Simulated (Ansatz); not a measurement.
BBi (model structure, started from the zincblende type, F-43m, No. 216, 2 atoms in the cell) was calculated with HSE06 (plane waves, PAW; Ansatz, an electronic-structure program).

Run with plane-wave cutoff 520 eV, 8×8×8 k mesh, scalar-relativistic PAW data made under PBE.

Cell (relaxed at this level):

```cif
data_B4Bi4
_chemical_formula_sum 'Bi4 B4'
_space_group_name_H-M_alt 'F-43m'
_space_group_IT_number 216
_space_group_name_Hall 'F -4 2 3'
_cell_length_a 5.45208
_cell_length_b 5.45208
_cell_length_c 5.45208
_cell_angle_alpha 90.000
_cell_angle_beta 90.000
_cell_angle_gamma 90.000
loop_
_atom_site_label
_atom_site_type_symbol
_atom_site_symmetry_multiplicity
_atom_site_Wyckoff_symbol
_atom_site_fract_x
_atom_site_fract_y
_atom_site_fract_z
_atom_site_occupancy
Bi1 Bi 4 d 0.75000 0.75000 0.75000 1
B1 B 4 a 0.00000 0.00000 0.00000 1
```
(The calculation used a cell of 2 atoms; values per cell refer to that cell.)

What does this level give for the Voigt–Reuss–Hill bulk modulus, Voigt–Reuss–Hill shear modulus (Hill average), Young modulus and Poisson ratio?


Voigt–Reuss–Hill bulk modulus: 85.6 GPa
Voigt–Reuss–Hill shear modulus (Hill average): 71.6 GPa
Young modulus: 168 GPa
Poisson ratio: 0.173

Note: the relaxation could raise the start's symmetry but not lower it, so the cell can be a saddle point.

Elastic constants are with the ions relaxed.

Spin–orbit coupling is not included; it can shift volumes and moduli of such heavy elements.

Computed values are for the static lattice.

Computing time: roughly 90 core-minutes.

A model structure was made by putting elements into a prototype or built by hand; it is no filed structure, need not be a known phase, and can be a saddle point held by its symmetry.
